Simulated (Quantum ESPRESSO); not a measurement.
**A series of runs on ZrCu3 (P6_3/mmc, 8 atoms in the cell)**

Space group P6₃/mmc (No. 194); a = b = 5.656 Å, c = 4.244 Å, α = β = 90.00°, γ = 120.00°

| atom | site | symmetry | x | y | z |
|---|---|---|---|---|---|
| Zr | 2d | -6m2 | 0.6667 | 0.3333 | 0.2500 |
| Cu | 6h | mm2 | 0.1513 | 0.3026 | 0.2500 |

Base run A: Quantum ESPRESSO 7.5 with LDA (PZ), PSlibrary PAW (LDA) pseudopotentials, self-consistent single point.

Its settings: ecutwfc = 55 Ry; ecutrho = 330 Ry; occupations = smearing; smearing = cold; degauss = 0.0147 Ry; potentials = {Zr: Zr.pz-spn-kjpaw_psl.1.0.0.UPF, Cu: Cu.pz-dn-kjpaw_psl.1.0.0.UPF}; K_POINTS = automatic 4 4 4 1 1 1; conv_thr = 1e-11 Ry.

The starting cell comes from a database of computed structures (which also holds hypothetical and non-ambient phases and stackings), without a prior relaxation at this level. Spin polarisation is off. In the base run, with a pressure of about -10 GPa the cell is away from its equilibrium volume at this level. Without a gap this mesh is coarse (it stands for a supercell whose shortest vector is 17 Å).

ΔF is the free energy per atom less that of run A. 

Run A gave: pressure (GPa) -9.76; largest force (eV/Å) 0.183; TS (meV/atom) 3.6; k-points 12.

Runs:
- B: degauss, K_POINTS = 0.002205 Ry, automatic 5 5 5 1 1 1
- C: degauss, K_POINTS = 0.0073499 Ry, automatic 5 5 5 1 1 1
- D: degauss, K_POINTS = 0.02205 Ry, automatic 5 5 5 1 1 1
- E: degauss, K_POINTS = 0.002205 Ry, automatic 6 6 6 1 1 1
- F: degauss, K_POINTS = 0.0073499 Ry, automatic 6 6 6 1 1 1
- G: degauss, K_POINTS = 0.02205 Ry, automatic 6 6 6 1 1 1
- H: degauss, K_POINTS = 0.002205 Ry, automatic 6 6 7 1 1 1
- I: degauss, K_POINTS = 0.0073499 Ry, automatic 6 6 7 1 1 1
- J: degauss, K_POINTS = 0.02205 Ry, automatic 6 6 7 1 1 1
- K: degauss, K_POINTS = 0.002205 Ry, automatic 7 7 8 1 1 1
- L: degauss, K_POINTS = 0.0073499 Ry, automatic 7 7 8 1 1 1

Question: What does run J change against A?

Answer: The free energy is nearly the same (within 1 meV/atom), the pressure stays near -9.74 GPa while the zz stress (positive for compression) goes from -11.02 to -10.68 GPa and the largest force goes from 0.183 to 0.177 eV/Å.

Question: What does run B change against A?

Answer: The free energy rises by 2.6 meV/atom, the pressure hardly changes (-9.76 to -9.81 GPa) and the largest force goes from 0.183 to 0.209 eV/Å.

Question: What does run I change against A?

Answer: The free energy rises by 1.8 meV/atom, the pressure stays near -9.79 GPa while the zz stress (positive for compression) goes from -11.02 to -10.55 GPa and the largest force goes from 0.183 to 0.193 eV/Å.

```tsv
run	ΔF (meV/atom)	pressure (GPa)	largest force (eV/Å)	TS (meV/atom)	k-points
A	0.00	-9.76	0.183	3.6	12
B	2.6	-9.81	0.209	0.2	27
C	2.1	-9.80	0.205	1.3	27
D	-1.59	-9.74	0.179	5.2	27
E	1.92	-9.81	0.187	0.0	36
F	1.53	-9.81	0.194	0.8	36
G	-0.85	-9.74	0.179	5.0	36
H	2.1	-9.80	0.197	0.0	48
I	1.78	-9.79	0.193	0.8	48
J	-0.83	-9.74	0.177	4.4	48
K	1.16	-9.79	0.181	0.0	64
L	1.19	-9.79	0.185	0.4	64
```
